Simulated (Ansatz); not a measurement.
PbSe, pressure series

The parent structure is PbSe in the rock salt structure (space group Fm-3m, No. 225; a = 6.178 Å).

Cell and atoms are relaxed at each pressure.

All numbers come from r2SCAN (Ansatz, a first-principles code; PAW; 500 eV plane waves; without spin-orbit coupling).

Candidates:
(a) pressure 4.5 GPa
(b) pressure −1 GPa
(c) pressure 2.1 GPa
(d) pressure 9 GPa
(e) pressure 0.9 GPa

Base values:

| Quantity | Result |
|---|---|
| Band gap | 0.67 eV |

Order them by band gap, lowest first.

(d) pressure 9 GPa (0.15 eV), (a) pressure 4.5 GPa (0.40 eV), (c) pressure 2.1 GPa (0.54 eV), (e) pressure 0.9 GPa (0.61 eV), (b) pressure −1 GPa (0.73 eV)

With Pb present, leaving out spin-orbit coupling can change the band edges. Load acts through the strain it causes; cell and atoms are relaxed under it. No phonon test of stability was made. Competing high-pressure phases were not computed. The zero or small gap of PbSe under pressure 9 GPa can change with the level of theory.
